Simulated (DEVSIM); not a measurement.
System: illuminated Si n-on-p cell, one wavelength, at 350 K.

| layer (left to right) | material | thickness (μm) | Nd (cm⁻³) | Na (cm⁻³) | τn (s) | τp (s) | absorption coefficient (cm⁻¹) |
|---|---|---|---|---|---|---|---|
| 1 | Si | 0.0550 | 1.4e18 | - | 5.4e-7 | 2.8e-7 | 40000 |
| 2 | Si | 58.0 | - | 1.3e17 | 3.2e-6 | 3.2e-6 | 40000 |

Left contact: ohmic, minority hole recombination velocity 1e5 cm/s. Right contact: ohmic, minority electron recombination velocity 40000 cm/s. Voltage is applied to the left contact. Recombination: SRH at mid-gap, radiative, Auger. Gap narrowing is on: ΔEg = 6.92 meV × (l + √(l² + 0.5)), l = ln(N/1.3e17 cm⁻³), shared equally by both band edges. Light enters at the left, 1.7e18 photons cm⁻² s⁻¹, one pass, no reflection. Mobility is constant in doping.

The device is made up for the run: typed textbook-type constants, with dimensions and the other settings drawn at random. Values at 300 K; Nc and Nv go as T^1.5, mobilities as T to minus their exponent, the gap by Varshni's rule with the affinity fixed.

| parameter | Si |
|---|---|
| gap (eV) | 1.124 |
| affinity (eV) | 4.05 |
| permittivity | 11.7 |
| Nc (cm⁻³) | 2.86e19 |
| Nv (cm⁻³) | 3.1e19 |
| μn (cm²/Vs) | 1417 |
| μp (cm²/Vs) | 470 |
| T exponent of μn | 2.3 |
| T exponent of μp | 2.2 |
| B (cm³/s) | 4.7e-15 |
| Cn (cm⁶/s) | 2.8e-31 |
| Cp (cm⁶/s) | 9.9e-32 |
| Varshni α (eV/K) | 0.000473 |
| Varshni β (K) | 636 |

Model (solved in DEVSIM): 1D drift-diffusion, Boltzmann statistics, complete ionisation; no tunnelling, impact ionisation, image-force lowering or self-heating.

### Question
Tabulate band edges, carrier densities and field at zero bias, in the dark.

### Answer
Energies count from the Fermi level of the right contact; mesh points crowd at the junctions.

| x (μm) | Ec (eV) | Ev (eV) | n (cm⁻³) | p (cm⁻³) | field (V/cm) |
|---|---|---|---|---|---|
| 0.000 | 0.098 | -0.979 | 1.4e18 | 310000 | ≈ 0 |
| 0.01752 | 0.098 | -0.979 | 1.4e18 | 310000 | 20 |
| 0.03619 | 0.099 | -0.978 | 1.4e18 | 320000 | 2800 |
| 0.05379 | 0.175 | -0.902 | 1.1e17 | 4000000 | 150000 |
| 0.08990 | 0.670 | -0.436 | 8.2e9 | 2.0e13 | 97000 |
| 0.1489 | 0.926 | -0.180 | 1700000 | 1.0e17 | 6300 |
| 0.2766 | 0.934 | -0.172 | 1300000 | 1.3e17 | ≈ 0 |
| 0.6586 | 0.934 | -0.172 | 1300000 | 1.3e17 | ≈ 0 |
| 1.286 | 0.934 | -0.172 | 1300000 | 1.3e17 | ≈ 0 |
| 2.647 | 0.934 | -0.172 | 1300000 | 1.3e17 | ≈ 0 |
| 5.265 | 0.934 | -0.172 | 1300000 | 1.3e17 | ≈ 0 |
| 13.96 | 0.934 | -0.172 | 1300000 | 1.3e17 | ≈ 0 |
| 27.90 | 0.934 | -0.172 | 1300000 | 1.3e17 | ≈ 0 |
| 43.57 | 0.934 | -0.172 | 1300000 | 1.3e17 | ≈ 0 |
| 52.40 | 0.934 | -0.172 | 1300000 | 1.3e17 | ≈ 0 |
| 55.24 | 0.934 | -0.172 | 1300000 | 1.3e17 | ≈ 0 |
| 56.72 | 0.934 | -0.172 | 1300000 | 1.3e17 | ≈ 0 |
| 57.40 | 0.934 | -0.172 | 1300000 | 1.3e17 | ≈ 0 |
| 57.82 | 0.934 | -0.172 | 1300000 | 1.3e17 | ≈ 0 |
| 57.95 | 0.934 | -0.172 | 1300000 | 1.3e17 | ≈ 0 |
| 58.02 | 0.934 | -0.172 | 1300000 | 1.3e17 | ≈ 0 |
| 58.05 | 0.934 | -0.172 | 1300000 | 1.3e17 | ≈ 0 |
